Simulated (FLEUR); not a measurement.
Input and output of a self-consistent single point for Sr2SeS (R-3m, 4 atoms in the cell) (FLEUR).

Method of the run: LDA (Perdew-Zunger), all-electron FLAPW (FLEUR), scalar-relativistic valence.

The change in words: lattice scaled by 0.98. Reference geometry:
```yaml
crystal:
  lattice:
    - [2.17815, 1.25756, 7.12217]
    - [-2.17815, 1.25756, 7.12217]
    - [0.00000, -2.51512, 7.12217]
  atoms:
    - { symbol: Sr, position: [0.24718, 0.24718, 0.24718] }
    - { symbol: Sr, position: [0.75282, 0.75282, 0.75282] }
    - { symbol: Se, position: [0.00000, 0.00000, 0.00000] }
    - { symbol: S, position: [0.50000, 0.50000, 0.50000] }
```

Reference input (self-consistent single point, DFT, LDA (Perdew-Zunger), all-electron FLAPW (FLEUR), scalar-relativistic valence): Kmax = 3.8 1/bohr; GmaxXC = 11.4 1/bohr; xcFunctional = pz; jspins = 1; l_soc = F; mode = hist; fermiSmearingEnergy = 0.0001 Htr; mesh (inpgen div1-3) = 6 6 6; inpgen gamma flag = true; Gmax = 11.4 1/bohr; numbands = 0; maxIterBroyd = 15. This run's input differs from it in these lines:

```diff
@@ -3,5 +3,5 @@
 &input film=f /
-4.1161163378 2.3764403716 13.4589564712
--4.1161163378 2.3764403716 13.4589564712
-0.0000000000 -4.7528822554 13.4589562042
+4.0337943783 2.3289117661 13.1897782128
+-4.0337943783 2.3289117661 13.1897782128
+0.0000000000 -4.6578250444 13.1897779458
 1.0
@@ -46,5 +46,5 @@
          <bravaisMatrix>
-            <row-1>    4.1161163378000003     2.3764403716000002    13.4589564712000005</row-1>
-            <row-2>   -4.1161163378000003     2.3764403716000002    13.4589564712000005</row-2>
-            <row-3>    0.0000000000000000    -4.7528822554000003    13.4589562041999997</row-3>
+            <row-1>    4.0337943782999997     2.3289117661000001    13.1897782128000003</row-1>
+            <row-2>   -4.0337943782999997     2.3289117661000001    13.1897782128000003</row-2>
+            <row-3>    0.0000000000000000    -4.6578250444000000    13.1897779457999995</row-3>
          </bravaisMatrix>
```

The program printed (abridged):

```
 Iteration:     1   Distance:       5.39491031 me/bohr^3
 Iteration:     2   Distance:       4.83450998 me/bohr^3
 Iteration:     3   Distance:       2.23795647 me/bohr^3
 Iteration:     4   Distance:       1.12903807 me/bohr^3
 Iteration:     5   Distance:       0.68064131 me/bohr^3
   [... 9 lines left out ...]
 Iteration:    15   Distance:       0.00008043 me/bohr^3
 Iteration:    16   Distance:       0.00007040 me/bohr^3
 Iteration:    17   Distance:       0.00002460 me/bohr^3
 Iteration:    18   Distance:       0.00000865 me/bohr^3
 Reset of history
 Run finished successfully
 Stop message:
   Structural relaxation: new displacements generated

[file out, last iteration]
             iter=     19
[...]
          total density-effective poten   -1.4788464267E+04
          total charge density-energy d   -3.1245360936E+02
 Updated energy parameters for spin:           1
[...]
 fermi energy and band-weighting factors:
    0.493549

[...]
FERMIE:
          first approx. to ef    (T=0)  :   0.170913 htr   (energy of the highest occ. eigenvalue)
          number of occ. states  (T=0)  :        672
          first approx. to seigv (T=0)  : -23.581085 htr
          sum of weights of occ. states :  21.000000
          sum of semicore charge        :   0.000000 e
FERHIS:  Fermi-Energy by histogram:
          bandgap                     :   0.075081 htr
   [... lines left out ...]
          charge neutrality (T=0)     :   0.000000    (zero if the highest occ. eigenvalue is "entirely" occupied)
 Direct bandgap for spin            1 :    9.4863990226420503E-002  Htr
 ---->    free energy=                     -9177.7747990242 htr
   [... lines left out ...]
 TOTAL FORCE FOR ATOM TYPE=  1  X=  0.000   Y=  0.000   Z=  9.781
                       FX_TOT= 0.000000 FY_TOT= 0.000000 FZ_TOT=-0.000499
 TOTAL FORCE FOR ATOM TYPE=  2  X=  0.000   Y=  0.000   Z=  0.000
                       FX_TOT= 0.000000 FY_TOT= 0.000000 FZ_TOT= 0.000000
 TOTAL FORCE FOR ATOM TYPE=  3  X=  0.000   Y=  0.000   Z= 19.785
                       FX_TOT= 0.000000 FY_TOT= 0.000000 FZ_TOT= 0.000000
```

The run converged in 18 iterations. FLEUR gives forces in its relaxation mode, with a further iteration, so its stop message speaks of a relaxation. Against the reference run the free energy falls by 21.0 meV/atom and the gap on the mesh goes from 2.170 to 2.043 eV.

The starting cell comes from a database of computed structures (which also holds hypothetical and non-ambient phases and stackings), without a prior relaxation at this level. For this run, on top of that: lattice scaled by 0.98. Values depend on the basis (sphere radii, cutoffs, local orbitals), which need not be converged.

Cost on one core of a shared machine: roughly 2 min.
